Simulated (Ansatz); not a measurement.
```yaml
crystal:
  lattice:
    - [3.59563, 0.00000, 0.00000]
    - [-1.79781, 3.11390, 0.00000]
    - [0.00000, 0.00000, 23.50073]
  atoms:
    - { symbol: Sn, position: [0.00000, 0.00000, 0.99999] }
    - { symbol: C, position: [0.00000, 0.00000, 0.09391] }
    - { symbol: Sn, position: [0.66667, 0.33333, 0.12500] }
    - { symbol: C, position: [0.66667, 0.33333, 0.21876] }
    - { symbol: Sn, position: [0.33333, 0.66667, 0.24997] }
    - { symbol: C, position: [0.33333, 0.66667, 0.34375] }
    - { symbol: Sn, position: [0.00000, 0.00000, 0.37495] }
    - { symbol: C, position: [0.00000, 0.00000, 0.46867] }
    - { symbol: Sn, position: [0.66667, 0.33333, 0.49999] }
    - { symbol: C, position: [0.66667, 0.33333, 0.59391] }
    - { symbol: Sn, position: [0.00000, 0.00000, 0.62500] }
    - { symbol: C, position: [0.00000, 0.00000, 0.71876] }
    - { symbol: Sn, position: [0.33333, 0.66667, 0.74997] }
    - { symbol: C, position: [0.33333, 0.66667, 0.84375] }
    - { symbol: Sn, position: [0.66667, 0.33333, 0.87495] }
    - { symbol: C, position: [0.66667, 0.33333, 0.96867] }
```

Computed with PBE (plane waves to 420 eV, PAW; Ansatz, a first-principles code). No spin–orbit coupling. Its k-point mesh 9×9×2, Fermi–Dirac width 0.01 eV.

### Question
Which polytype is this, and how does it compare with the cubic form?

### Answer
SnC 8H (hccchccc), stacking ACBACABC, hexagonality 25 %, space group P6_3mc (a stacking that need not occur in nature); -0.9 meV/atom against 3C, layer spacing over a = 0.8170 (ideal 0.8165).
